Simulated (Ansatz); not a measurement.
The parent structure is Si in the diamond structure (space group Fd-3m, No. 227; a = 5.4021 Å). Axes: x, y, z lie along the cube axes.

All numbers come from DFT with LDA, PAW potentials and a 420 eV plane-wave cutoff in Ansatz (an electronic-structure program), no spin-orbit coupling.

Now apply this change: the cell is stretched by 2.00 % along z with no lateral relaxation; the atoms relax in the strained cell.

### Question
Predict the stress tensor and what it implies for the stiffness.

### Answer
Stress of the strained cell less that of the base (GPa, compression positive):
```
  -1.19    0.00    0.00
   0.00   -1.19    0.00
   0.00    0.00   -3.16
```

Then −Δσ_ii/ε with ε = 0.0200 gives secant stiffness values (nonlinear terms included at this strain): C33 ≈ 158 GPa, C13 ≈ 59 GPa and C23 ≈ 59 GPa.

Whether these cells are dynamically stable was not tested.
